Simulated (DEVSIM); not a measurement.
Device: abrupt GaP p-n junction, at 300 K.

| layer (left to right) | material | thickness (μm) | Nd (cm⁻³) | Na (cm⁻³) | τn (s) | τp (s) |
|---|---|---|---|---|---|---|
| 1 | GaP | 140 | - | 3.7e15 | 6.4e-7 | 6.4e-7 |
| 2 | GaP | 13.0 | 4.6e17 | - | 6.4e-7 | 6.4e-7 |

Left contact: ohmic. Right contact: ohmic. Voltage is applied to the left contact. Recombination: SRH at mid-gap, radiative. Mobility is μmin + (μ − μmin)/(1 + (N/Nref)^α).

Constants are typed, rounded textbook-type inputs, not results; the design itself was drawn at random and stands for no fabricated device. Values at 300 K.

| parameter | GaP |
|---|---|
| gap (eV) | 2.26 |
| affinity (eV) | 3.8 |
| permittivity | 11.1 |
| Nc (cm⁻³) | 1.8e19 |
| Nv (cm⁻³) | 1.9e19 |
| μn (cm²/Vs) | 250 |
| μp (cm²/Vs) | 150 |
| μn,min | 10 |
| μp,min | 10 |
| Nref,n | 4.4e18 |
| Nref,p | 1e18 |
| αn | 0.8 |
| αp | 0.85 |
| B (cm³/s) | 1e-13 |

DEVSIM, 1D drift-diffusion, Boltzmann statistics, complete ionisation; no tunnelling, impact ionisation, image-force lowering or self-heating.

Question: Tabulate band edges, carrier densities and field at 2.05 V on the left contact.

Answer: Energies count from the Fermi level of the right contact; mesh points crowd at the junctions.

```
x (μm)   Ec (eV)  Ev (eV)  n (cm⁻³)  p (cm⁻³)  field (V/cm)
-------  -------  -------  --------  --------  ------------
0.000     -0.011   -2.271     < 1e2    3.7e15            23
0.05439   -0.011   -2.271    4.7e11    3.7e15            23
0.2320    -0.010   -2.270    2.0e12    3.7e15            23
0.8120    -0.009   -2.269    6.8e12    3.7e15            23
4.082     -0.002   -2.262    3.0e13    3.7e15            23
13.38      0.019   -2.241    7.4e13    3.8e15            22
43.76      0.084   -2.176    1.8e14    3.9e15            20
116.8      0.204   -2.056    1.4e15    5.1e15            10
132.9      0.218   -2.042    2.6e15    6.3e15           ≈ 0
137.8      0.221   -2.039    3.1e15    6.8e15           ≈ 0
139.4      0.221   -2.038    3.3e15    7.0e15           ≈ 0
139.9      0.216   -2.044    4.1e15    5.7e15         -1400
140.0      0.163   -2.097    3.3e16    7.3e14        -16000
140.0      0.096   -2.164    4.4e17    5.3e13         -1600
140.2      0.095   -2.165    4.6e17    5.1e13           ≈ 0
140.7      0.095   -2.165    4.6e17    4.8e13           ≈ 0
142.2      0.095   -2.165    4.6e17    4.1e13           ≈ 0
147.0      0.095   -2.165    4.6e17    2.1e13           ≈ 0
151.8      0.095   -2.165    4.6e17    4.1e12           ≈ 0
152.7      0.095   -2.165    4.6e17    1.2e12           ≈ 0
152.9      0.095   -2.165    4.6e17    3.1e11           ≈ 0
153.0      0.095   -2.165    4.6e17     < 1e2           ≈ 0
```
